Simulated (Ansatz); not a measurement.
**BaHfO3: biaxial strain +1.20 %, plane normal [001], relaxed out of plane**

Take BaHfO₃ in the cubic perovskite structure (space group Pm-3m, No. 221; a = 4.158 Å) as the base. Axes: x, y, z lie along the cube axes.

It is then changed as follows: tensile biaxial strain of 1.20 % in the plane normal to [001], as in epitaxy on a mismatched substrate; the out-of-plane cell vector and the atoms relax.

All numbers come from PBEsol in Ansatz (plane waves to 420 eV, PAW, no spin-orbit coupling). Γ-centred 8×8×8 mesh, Fermi–Dirac width 0.05 eV.

Volume per atom: 14.64 Å³ (base 14.37 Å³)
Space group: P4/mmm (No. 123) (base Pm-3m (No. 221))
Shortest interatomic distance: 3.906 bohr (base 3.928 bohr)
Energy relative to the base (free energy F): +4.8 meV/atom
Pressure (mean of the normal stresses, compression positive): -2.88 GPa (base 0.00 GPa)
Band gap: 3.47 eV (base 3.58 eV)
Gap character: indirect, A → Γ
Electron mass: 2.2 mₑ out of plane, 0.34 mₑ in plane (at Γ)
Out-of-plane strain: -0.56 %
Ratio −ε⊥/ε∥: 0.46
Mean in-plane stress (compression positive): -4.3 GPa

With Hf present, leaving out spin-orbit coupling can change the band edges. Masses are band curvatures over ±0.01 Å⁻¹ around the edge. Whether these cells are dynamically stable was not tested. Labels are those of the standard path for the cell's own space group.

Ansatz is an electronic-structure program.
